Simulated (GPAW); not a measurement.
Worked example: self-consistent single point of RbCl (Fm-3m, 2 atoms in the cell) in GPAW.

Level of theory: PBE, GPAW PAW datasets PBE (gpaw-data 1.0.1) (plane waves; GPAW).

The change in words: lattice scaled by 0.98. Reference geometry:
```
CELL_PARAMETERS angstrom
      0.00000     3.22764     3.22764
      3.22764     0.00000     3.22764
      3.22764     3.22764     0.00000
ATOMIC_POSITIONS crystal
  Rb 0.00000 0.00000 0.00000
  Cl 0.50000 0.50000 0.50000
```

Reference input (self-consistent single point, DFT PBE, plane waves, GPAW PAW datasets PBE (gpaw-data 1.0.1)): mode = pw; ecut = 550 eV; xc = PBE; kpts = 9 9 9; mesh shift (steps) = 0 0 0; occupations.name = fermi-dirac; occupations.width = 0.01 eV; nbands = -6; convergence.bands = -4; symmetry.symmorphic = false; symmetry.tolerance = 0.0005; maxiter = 150. This run's input differs from it in these lines:

```diff
@@ -5,5 +5,5 @@
 atoms = Atoms(['Rb', 'Cl'],
-              cell=[[0.000000, 3.227642, 3.227642],
-                    [3.227642, 0.000000, 3.227642],
-                    [3.227642, 3.227642, 0.000000]],
+              cell=[[0.000000, 3.163089, 3.163089],
+                    [3.163089, 0.000000, 3.163089],
+                    [3.163089, 3.163089, 0.000000]],
               scaled_positions=[[0.000000, 0.000000, 0.000000],
```

Output (repeated stretches shortened):

```
     iter     time        total  log10-change:
                         energy   eigst   dens
iter:   1 --:--:--    -6.695250   +1.24
iter:   2 --:--:--    -6.652167   +0.27  -1.28
iter:   3 --:--:--    -6.491364   -0.59  -1.31
iter:   4 --:--:--    -6.493909   -1.37  -1.57
iter:   5 --:--:--    -6.506216   -1.84  -1.65
iter:   6 --:--:--    -6.505669   -2.74  -2.55
iter:   7 --:--:--    -6.506217c  -3.49  -2.69
iter:   8 --:--:--    -6.505739c  -4.01  -2.72
iter:   9 --:--:--    -6.505743c  -4.42  -3.21
iter:  10 --:--:--    -6.505741c  -5.11  -3.22
iter:  11 --:--:--    -6.505741c  -6.05  -4.07c
iter:  12 --:--:--    -6.505741c  -6.84  -4.17c
iter:  13 --:--:--    -6.505741c  -7.34  -4.35c
iter:  14 --:--:--    -6.505741c  -6.81  -4.22c
iter:  15 --:--:--    -6.505741c  -7.85c -4.59c
Converged after 15 iterations.

Dipole moment: (0.000000, 0.000000, 0.000000) |e|*Ang

Energy contributions relative to reference atoms: (reference = -93658.301819)

Kinetic:        +12.876517
Potential:      -11.456743
External:        +0.000000
XC:              -7.888037
Entropy (-ST):   -0.000000
Local:           -0.037479
SIC:             +0.000000
--------------------------
Free energy:     -6.505741
Extrapolated:    -6.505741

Showing only first 2 kpts
 Kpt  Band  Eigenvalues  Occupancy
  0     6      0.47446    2.00000
  0     7      0.47446    2.00000
  0     8      5.87987    0.00000
  0     9      8.50621    0.00000

  1     6      0.45351    2.00000
  1     7      0.45351    2.00000
  1     8      6.27940    0.00000
  1     9      8.13882    0.00000

Fermi level: 2.47193

Gap: 5.405 eV
Transition (v -> c):
  (s=0, k=0, n=7, [0.00, 0.00, 0.00]) -> (s=0, k=0, n=8, [0.00, 0.00, 0.00])
No difference between direct/indirect transitions
Energy (eV): -6.505741

Forces in eV/Ang:
  0 Rb    0.00000   -0.00000   -0.00000
  1 Cl   -0.00000    0.00000    0.00000

Stress tensor:
    -0.023219    -0.000000     0.000000
    -0.000000    -0.023219     0.000000
     0.000000     0.000000    -0.023219
Stress (GPa, Voigt): [-3.7201 -3.7201 -3.7201  0.      0.     -0.    ]
```

The run converged in 15 iterations. GPAW prints stress with tension positive. Against the reference run the free energy rises by 36.1 meV/atom, the pressure goes from 2.05 to 3.72 GPa and the gap on the mesh goes from 5.192 to 5.405 eV.

The starting cell comes from a database of computed structures (which also holds hypothetical and non-ambient phases and stackings), without a prior relaxation at this level. Its lattice was rescaled by a random factor within 2.5 % of one. For this run, on top of that: lattice scaled by 0.98. With a pressure of about 4 GPa the cell is away from its equilibrium volume at this level.
